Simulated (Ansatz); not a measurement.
Worked example: self-consistent single point of CaZrN₂ (R3m, 4 atoms in the cell) in Ansatz (an electronic-structure program).

Level of theory: LDA (PW92), default PAW files made with PBE (plane waves; Ansatz).

The change in words: 1 x 1 x 1 supercell, one N atom moved by 0.02 angstrom along z. Reference geometry:
```yaml
crystal:
  lattice:
    - [1.64881, 0.95194, 5.57866]
    - [-1.64881, 0.95194, 5.57866]
    - [0.00000, -1.90388, 5.57866]
  atoms:
    - { symbol: Ca, position: [0.00000, 0.00000, 0.00000] }
    - { symbol: Zr, position: [0.50000, 0.50000, 0.50000] }
    - { symbol: N, position: [0.23812, 0.23812, 0.23812] }
    - { symbol: N, position: [0.76188, 0.76188, 0.76188] }
```

Reference input (self-consistent single point, DFT, LDA (PW92), plane waves, default PAW files made with PBE): basis.ecutwfc = 420 eV; kpoints.mp_grid.grid = 9 9 9; hamiltonian.xc = lda; hamiltonian.pseudopotentials = {kind: paw} (the program's default PAW files); scf.occupations.method = fermi_dirac; scf.occupations.width = 0.02 eV. This run's input differs from it in these lines:

Ansatz 0.2 input:
```diff
@@ -9,3 +9,3 @@
     - { symbol: N, position: [0.238120, 0.238120, 0.238120] }
-    - { symbol: N, position: [0.761880, 0.761880, 0.761880] }
+    - { symbol: N, position: [0.763075, 0.763075, 0.763075] }
 basis:
```

Output (repeated stretches shortened):

```
SCF iter   1: F=—  HF=-6604.750986 eV  |F-HF|=—  |Δ(HF+E_count)|=         —  Δρ=1.19e-2  dr2=8.74e-2  ethr=1.77e-3  ⟨swp⟩=7.0  Hψ=9780  notcnv=0
all-band conjugate gradients solve this SCF's bands
preconditioner: auto → none
SCF iter   2: F=—  HF=-6604.730477 eV  |F-HF|=—  |Δ(HF+E_count)|=   2.05e-2  Δρ=3.38e-3  dr2=6.26e-3  ethr=2.73e-4  ⟨swp⟩=2.0  Hψ=3140  notcnv=0
SCF iter   3: F=—  HF=-6604.729272 eV  |F-HF|=—  |Δ(HF+E_count)|=   1.21e-3  Δρ=1.61e-3  dr2=2.10e-3  ethr=1.96e-5  ⟨swp⟩=2.2  Hψ=2909  notcnv=0
SCF iter   4: F=—  HF=-6604.728799 eV  |F-HF|=—  |Δ(HF+E_count)|=   4.73e-4  Δρ=7.30e-4  dr2=1.05e-4  ethr=6.58e-6  ⟨swp⟩=2.0  Hψ=2526  notcnv=0
SCF iter   5: F=—  HF=-6604.728777 eV  |F-HF|=—  |Δ(HF+E_count)|=   2.17e-5  Δρ=1.08e-4  dr2=3.02e-6  ethr=3.29e-7  ⟨swp⟩=2.0  Hψ=2218  notcnv=0
SCF iter   6: F=—  HF=-6604.728779 eV  |F-HF|=—  |Δ(HF+E_count)|=   1.41e-6  Δρ=1.36e-5  dr2=5.58e-8  ethr=3.13e-10  ⟨swp⟩=3.0  Hψ=6883  notcnv=0
SCF iter   7: F=-6604.728779 eV  HF=-6604.728779 eV  |F-HF|=1.45e-9  |Δ(HF+E_count)|=   7.91e-9  Δρ=2.26e-6  dr2=2.45e-9  ethr=1.74e-10  ⟨swp⟩=2.0  Hψ=5297  notcnv=0
SCF 1 converged in 7 iterations: F = -6604.728779 eV  dr2 = 2.45e-9
Free energy (F): -6604.728779 eV
Internal energy: -6604.728779 eV  (E = F + TS)
E sigma→0 (E₀):  -6604.728779 eV
Entropy (-TS):   -0.000000 eV (-0.000 meV/atom)
Fermi energy:    12.007733 eV
--- Forces (eV/Å), atoms counted from 1 ---
  atom   1  Ca    -0.00000000     0.00000000    -0.01362609
  atom   2  Zr    -0.00000000    -0.00000001     0.09234640
  atom   3  N      0.00000000    -0.00000001     0.13546425
  atom   4  N     -0.00000000     0.00000001    -0.21420835
--- Stress (GPa, compression-positive) ---
       -5.823712       0.000000      -0.000000
        0.000000      -5.823712      -0.000000
       -0.000000      -0.000000      -5.780800
  P = ⅓ Tr σ = -5.8094 GPa (-58.094 kbar)
  The stress holds the Pulay correction. Without it, at fixed plane waves, as pw.x and ABINIT print it: P = -6.2554 GPa
```

The run converged in 7 iterations. Against the reference run the free energy hardly moves (within 1 meV/atom), the pressure goes from -6.19 to -5.81 GPa, the largest force goes from 0.008 to 0.214 eV/Å and the gap on the mesh goes from 0.422 to 0.439 eV.

The starting cell comes from a database of computed structures (which also holds hypothetical and non-ambient phases and stackings), without a prior relaxation at this level. Its lattice was rescaled by up to half a per cent. For this run, on top of that: 1 x 1 x 1 supercell, one N atom moved by 0.02 angstrom along z. With a pressure of about -6 GPa the cell is away from its equilibrium volume at this level. Ansatz's pressure includes its estimate of the finite-basis (Pulay) stress.
